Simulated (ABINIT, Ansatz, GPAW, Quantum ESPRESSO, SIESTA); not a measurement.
## One structure in several programs: BaHg3 (P6_3/mmc, 8 atoms in the cell)

Self-consistent single point.

```xyz
8
Lattice="7.3850 0.0000 0.0000 -3.6925 6.3956 0.0000 0.0000 0.0000 5.2053" Properties=species:S:1:pos:R:3 pbc="T T T"
Ba     0.0000     4.2637     3.9040
Ba     3.6925     2.1319     1.3013
Hg     0.0000     1.8697     1.3013
Hg     3.6925     4.5258     3.9040
Hg     5.7657     0.9349     3.9040
Hg    -2.0732     5.4607     1.3013
Hg     2.0732     5.4607     1.3013
Hg     1.6192     0.9349     3.9040
```

All programs got the same cell, k-point mesh and kind of occupations (in Ansatz's words: kpoints.mp_grid.grid = 3 3 3; scf.occupations.method = gaussian; scf.occupations.width = 0.05 eV); potentials, basis and cutoffs are each program's usual ones.

```tsv
code	model	pressure (GPa)	largest force (eV/Å)	k-points	cutoff
Quantum ESPRESSO	PBEsol, GBRV 1.5 ultrasoft (PBESOL) pseudopotentials	-1.98	0.190	6	40 Ry
ABINIT	PBEsol, PAW (JTH v2.0 PBE PAW, files made for PBE)	-1.95	0.197	6	21 Ha
Ansatz	PBEsol, PAW files made with PBE	-2.09	0.191	6	default
GPAW	PBEsol, GPAW PAW datasets PBEsol (made by gpaw-setup)	-1.68	0.197	6	600 eV
SIESTA	GGA PBEsol, numerical atomic orbitals DZP, PseudoDojo PBEsol standard norm-conserving potentials (rewritten from UPF to PSML)	-5.40	1.303	14	grid 300 Ry
```

The spread over the programs that give each value: pressure within 3.72 GPa; largest force within 1.113 eV/Å.

The starting cell comes from a database of computed structures (which also holds hypothetical and non-ambient phases and stackings), without a prior relaxation at this level. On Ansatz's run: Spin-orbit coupling is off. Without a gap this mesh is coarse (it stands for a supercell whose shortest vector is 16 Å).

### Question
Why do the programs differ, and what cannot be compared?

### Answer
Differences of this kind can come from the potentials, where these differ, and from what each basis and cutoff leave unconverged. The valence holds different numbers of electrons (Quantum ESPRESSO 92, ABINIT 92, Ansatz (a first-principles code) 140, GPAW 128, SIESTA 140). The zero of total energies and Fermi levels follows the potentials and each program's conventions, so they are not compared here. SIESTA uses small atom-centred bases, whose incompleteness enters pressures, forces and empty levels differently from a plane-wave cutoff. Ansatz's pressure is given at a fixed set of plane waves, as the other plane-wave codes print theirs. The programs reduce the same mesh by symmetry to different extents, which changes the work and not the result. In the pressure, SIESTA (by 3.43) lies more than 1 GPa from the median of the plane-wave programs. In the force vectors, SIESTA (by 1.109) lies more than 0.08 eV/Å from the median of the plane-wave programs.

The shared mesh is coarse (it stands for a supercell whose shortest vector is 16 Å), so the values are not converged in it.

Left out of this page: Elk (not drawn, or without a comparable value); FLEUR (with a known weakness of the program).

Keys are those of Ansatz 0.2.
